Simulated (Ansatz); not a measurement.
```xyz
5
Lattice="6.0443 0.0000 0.0000 0.0000 6.0443 0.0000 0.0000 0.0000 6.0443" Properties=species:S:1:pos:R:3 pbc="T T T"
Cs     0.0000     0.0000     0.0000
Pb     3.0222     3.0222     3.0222
Br     0.0000     3.0222     3.0222
Br     3.0222     3.0222     0.0000
Br     3.0222     0.0000     3.0222
```

No spin polarisation.

Level of theory: DFT with r2SCAN, PAW potentials and a 500 eV plane-wave cutoff in Ansatz (a program for electronic structure), without spin-orbit coupling. Γ-centred 6×6×6 mesh, Fermi–Dirac width 0.05 eV.

Problem. What band gap does the calculation give?

Solution. 2.23 eV.

Problem. Estimate the hole mass.

Solution. 0.20 mₑ (at R).

Problem. Predict the electron mass (degenerate bands, along [100]).

Solution. 0.099, 0.89, 0.89 mₑ (at R).

Spin-orbit coupling, missing from the scalar runs, can matter with Pb. Load acts through the strain it causes; cell and atoms are relaxed under it. Masses are band curvatures over ±0.01 Å⁻¹ around the edge. Whether these cells are dynamically stable was not tested. The cell was made from CsPbBr3 in the cubic perovskite structure (space group Pm-3m, No. 221) by this change: pressure −1 GPa. Many cubic perovskites are stable only at high temperature; tilts and polar distortions were not tested. This is not the structure that CsPbBr3 has at room temperature and ambient pressure.
